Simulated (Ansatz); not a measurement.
Consider this model of amorphous Si24O53Ta2.

```xyz
79
Lattice="10.7231 0.0569 -0.3768 0.0569 10.4900 -0.2300 -0.3768 -0.2300 10.5129" Properties=species:S:1:pos:R:3 pbc="T T T"
Si     1.8119     6.9815     0.1343
Si     2.3078     0.8261     7.8323
Si     8.8870     0.1004     4.8308
Si     1.0254     6.8248     3.1172
Si     8.1303     6.2564     6.8160
Si     9.7978     0.6266     7.7293
Si     8.2045     7.6562     9.6751
Si     3.4531     2.3067     5.2675
Si     5.2327     7.0982     6.4138
Si     2.4003     2.6940    10.2715
Si     0.3719     9.5434     0.0028
Si     4.8206     9.7558     7.6962
Si     3.3323     5.4014     4.8571
Si     6.8054     5.4502     0.1274
Si     6.1334     1.3554     3.9249
Si     3.7514     5.1174     9.6661
Si     9.7395     3.6113     6.5526
Si     7.4062     2.5370     1.4318
Si     3.0148     9.0486     3.0843
Si     1.2104     4.7234     8.6181
Si     9.8093     2.5369     3.5415
Si     8.8863     7.4984     4.0150
Si     7.1228     0.0642     9.6084
Si     5.0364     9.5635     4.8528
O      3.1344     3.9019     5.3417
O      4.2215     8.0102     2.5734
O      5.8808     6.0010     1.3792
O     10.1949     6.8693     3.2487
O      1.0985     3.5311     9.7483
O      7.5931     1.2815     0.4202
O      1.2124     6.3753     1.5550
O      6.5045     6.1218     6.5457
O      2.5108     1.6165     4.1565
O      6.1899     2.1176     2.4785
O      5.0443     2.1400     4.8544
O      3.4364     9.4279     4.6303
O      9.5161     2.2906     7.4393
O      8.3956     7.1981     8.1156
O      8.2182     0.4934     8.5354
O      2.6773     1.4589     9.3029
O      8.8759     6.9764     5.5545
O      9.3396    10.3042     6.1245
O      0.4169     2.7398     3.0277
O      3.4033     6.5404     0.0204
O      0.4494     4.3189     7.2578
O      7.2028     3.9244     0.5440
O      5.4282    10.2641     6.2413
O      5.5590     0.1112     9.0488
O      5.6890    10.2658     3.5437
O      5.5797     7.9671     4.9690
O      9.9919     0.9395     3.9424
O      9.9641     8.4017    -0.1379
O      9.6766     3.4146     4.9141
O      7.2275     8.9504     9.8341
O      1.9972     5.9192     4.0915
O     -0.1975    10.0927     9.1252
O      3.8126     6.3705     6.0946
O      3.2056     9.8937     7.7039
O      1.5556     8.3593     3.2241
O      8.0172     6.5185    -0.0776
O      5.1133     8.1213     7.6608
O      0.7549     0.7623     7.4972
O      0.3887     0.1844     1.4432
O      4.0553     3.9184    -0.0448
O      8.7855     9.1193     3.8894
O      0.6487     6.0741     9.3632
O      4.6804     5.4553     3.8562
O      3.1411     1.7286     6.7391
O      2.4981     2.3685     1.2592
O      1.7407     8.6077     0.0508
O      7.4944     6.9495     3.3136
O      5.3541     5.3414     9.3902
O      2.9312    10.3051     2.1153
O      8.6203     2.8479     2.4699
O      8.6044     4.7196     6.9827
O      7.5735     1.1153     4.6695
O      2.8278     4.9365     8.3163
Ta     5.6184     6.8168     3.0049
Ta     1.6072     1.3187     2.4634
```

The numbers are results of PBE, scalar-relativistic without spin-orbit coupling (plane waves to 420 eV, PAW; Ansatz, a program for electronic structure), not measurements.

A CHGNet melt-quench gave the starting glass, which DFT then relaxed. O atoms were pushed apart under 1.9 Å during the dynamics, to hinder bonds among them. The hot cell started wider than the set density and was brought back towards it in steps. It is the lowest in DFT energy of 2 quenches. It is a model cell: composition and starting density were chosen by hand, and all elements were melted together. No dispersion term was used. Its density started from a set value of 2.65 and ended at 2.65 g/cm³. The quench (nominally 480 K/ps over its main leg) was far faster than any real one, so the model tends to hold more defects than a real film. Values belong to this one cell and scatter from quench to quench. The volume was held where the preparation left it and the shape relaxed, at a PBE pressure of 0.0 GPa.

Bonds are counted up to Si-Si 2.60 Å, Si-O 1.94 Å, Si-Ta 2.78 Å, O-O 1.58 Å, O-Ta 2.60 Å, Ta-Ta 3.12 Å. Two cations that share two anions don't count as bonded, nor two that share one unless they lie closer than Si-Si 2.38 Å, Si-Ta 2.71 Å, Ta-Ta 3.04 Å.

Question: Give the coordination numbers, mean bond lengths and angles.

Answer: 
```json
{
  "Mean coordination of Si by anions": "4.04 (23 with 4, 1 with 5)",
  "Mean coordination of O": "2.02 (52 with 2, 1 with 3)",
  "Mean coordination of Ta by anions": "5.00 (2 with 5)",
  "Mean Si-O bond": "1.643 Å (spread 0.033 Å, 97 counted)",
  "Mean O-Ta bond": "1.940 Å (spread 0.121 Å, 10 counted)",
  "Bond angle at Si": "mean 109.3°, spread 8.2°",
  "Bond angle at O": "mean 139.3°, spread 14.7°",
  "Bond angle at Ta": "mean 107.0°, spread 26.6°"
}
```

Question: Which atoms depart from the most common coordination of their element?

Answer: Si6 has 5 (O42 1.68 Å, O37 1.71 Å, O56 1.72 Å, O39 1.78 Å, O62 1.80 Å); O50 has 3 (Si24 1.69 Å, Si9 1.72 Å, Ta78 2.28 Å).

Question: List the pairs of like atoms that count as bonded by the rules above.

Answer: There are none by these rules.
